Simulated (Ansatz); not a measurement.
## Evanescent states of La$_{2}$O$_{3}$ (P-3m1, 5 atoms a cell, 16.4 Å³ an atom) along the normal of (111)

These are r2SCAN (plane waves, PAW; Ansatz, a first-principles code) values and carry that method's errors.

No gap correction and no spin-orbit coupling; mid-gap values are interpolated between computed energies.

Energies count from the valence-band top; κ is the least over a 6×6 mesh across the current.

```json
[
 {"E (eV)": "0.10", "κ (1/Å)": "0.179", "where": "off Γ"},
 {"E (eV)": "0.30", "κ (1/Å)": "0.268", "where": "off Γ"},
 {"E (eV)": "0.50", "κ (1/Å)": "0.322", "where": "off Γ"},
 {"E (eV)": "0.70", "κ (1/Å)": "0.346", "where": "Γ"},
 {"E (eV)": "0.90", "κ (1/Å)": "0.364", "where": "Γ"},
 {"E (eV)": "1.10", "κ (1/Å)": "0.378", "where": "Γ"},
 {"E (eV)": "1.30", "κ (1/Å)": "0.389", "where": "Γ"},
 {"E (eV)": "1.50", "κ (1/Å)": "0.396", "where": "Γ"},
 {"E (eV)": "1.70", "κ (1/Å)": "0.401", "where": "Γ"},
 {"E (eV)": "1.90", "κ (1/Å)": "0.404", "where": "Γ"},
 {"E (eV)": "2.10", "κ (1/Å)": "0.405", "where": "Γ"},
 {"E (eV)": "2.30", "κ (1/Å)": "0.404", "where": "Γ"},
 {"E (eV)": "2.50", "κ (1/Å)": "0.401", "where": "Γ"},
 {"E (eV)": "2.70", "κ (1/Å)": "0.396", "where": "Γ"},
 {"E (eV)": "2.90", "κ (1/Å)": "0.389", "where": "Γ"},
 {"E (eV)": "3.10", "κ (1/Å)": "0.380", "where": "Γ"},
 {"E (eV)": "3.30", "κ (1/Å)": "0.369", "where": "Γ"},
 {"E (eV)": "3.50", "κ (1/Å)": "0.350", "where": "off Γ"},
 {"E (eV)": "3.70", "κ (1/Å)": "0.316", "where": "off Γ"},
 {"E (eV)": "3.90", "κ (1/Å)": "0.268", "where": "off Γ"},
 {"E (eV)": "4.10", "κ (1/Å)": "0.184", "where": "off Γ"}
]
```

**Question.** How thick must the barrier be to attenuate the transmission by 10^8 when the electrodes' Fermi level lies at 3.50 eV, and what attenuation does that film give at 2.10 eV?

**Answer.** d = 8 ln 10 / (2 × 0.350) = 26.3 Å. At 2.10 eV it gives 8 × 0.405/0.350 = 9.3 decades.
